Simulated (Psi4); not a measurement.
Psi4 1.11, B3LYP/def2-svp: C[SH+]C, charge +1, multiplicity 1, 10 atoms. The geometry is a generated start, not checked to be a minimum at this level.

```
Property                             Result
--------------------------  ---------------
task                                 energy
method                                b3lyp
basis                              def2-svp
memory                                 3 GB
maxiter                                 100
keys of the molecule block      symmetry c1
scf_type                       df (default)
e_convergence               1e-06 (default)
d_convergence               1e-06 (default)
dft_radial_points              75 (default)
dft_spherical_points          302 (default)
basis functions                          81
grid points                          214446
```

```xyz
10

C     -1.4033     0.1573     0.0699
S      0.0044    -0.9110     0.4896
C      1.4014     0.1695     0.0679
H     -1.2904     0.5827    -0.9227
H     -2.3096    -0.4405     0.1243
H     -1.4574     0.9473     0.8153
H      0.0073    -1.6389    -0.6554
H      1.2893     0.5860    -0.9285
H      2.3146    -0.4178     0.1316
H      1.4437     0.9654     0.8079
```

Charge 1 and multiplicity 1 are set for this test and not shown to be the ground state.

With the defaults (diis = true, scf_initial_accelerator = adiis, damping_percentage = 0, guess = auto, which took SAD, soscf = false, diis_max_vecs = 10) it converges in 8 SCF iterations. One run each on 2 threads, with these changes:
- scf_initial_accelerator = none
- guess = sap
- diis = false, scf_initial_accelerator = none, damping_percentage = 60
- guess = sapgau
- soscf = true
- damping_percentage = 20
- diis_max_vecs = 20
- scf_initial_accelerator = ediis
- diis_max_vecs = 6

### Question
Name the settings that don't reach the solution of the defaults.

### Answer
No convergence: diis = false, scf_initial_accelerator = none, damping_percentage = 60 (the run ends without SCF convergence in 100 iterations). The rest reach the solution of the defaults.

```tsv
setting	SCF iterations	JK calls	end
soscf = true	5	16	same solution
the defaults	8	9	same solution
scf_initial_accelerator = none	8	9	same solution
diis_max_vecs = 20	8	9	same solution
scf_initial_accelerator = ediis	8	9	same solution
diis_max_vecs = 6	8	9	same solution
guess = sapgau	8	8	same solution
guess = sap	9	9	same solution
damping_percentage = 20	16	17	same solution
diis = false, scf_initial_accelerator = none, damping_percentage = 60	100	101	no convergence
```

An SOSCF iteration holds several JK calls; a Hückel guess adds calls on atoms.
